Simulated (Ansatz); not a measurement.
Start from CuI in the zinc blende structure (space group F-43m, No. 216; a = 6.023 Å).

One thing is altered: a negative pressure, −2 GPa.

All numbers come from DFT with r2SCAN, PAW potentials and a 500 eV plane-wave cutoff in Ansatz (a program for electronic structure), no SOC.

Base, band edges from the VBM (valence, conduction): X -1.56, 2.90; W -1.31, 4.87; L -0.74, 2.57; Γ 0.00, 1.67; K -1.30, 3.36; U -1.30, 3.36 eV.

**Question.** Give the band edges at the high-symmetry points of the new zone, measured from its valence-band maximum.

**Answer.** 
```json
[
 {"point": "Γ", "valence edge (eV)": "0.00", "conduction edge (eV)": "1.52"},
 {"point": "X", "valence edge (eV)": "-1.38", "conduction edge (eV)": "3.00"},
 {"point": "U", "valence edge (eV)": "-1.15", "conduction edge (eV)": "3.40"},
 {"point": "K", "valence edge (eV)": "-1.15", "conduction edge (eV)": "3.40"},
 {"point": "L", "valence edge (eV)": "-0.66", "conduction edge (eV)": "2.52"},
 {"point": "W", "valence edge (eV)": "-1.15", "conduction edge (eV)": "4.78"}
]
```

The gap is 1.52 eV, direct at Γ.

Spin-orbit coupling, missing from the scalar runs, can matter with I. Load acts through the strain it causes; cell and atoms are relaxed under it. Stability against distortions was not tested. The final runs are not spin-polarised.
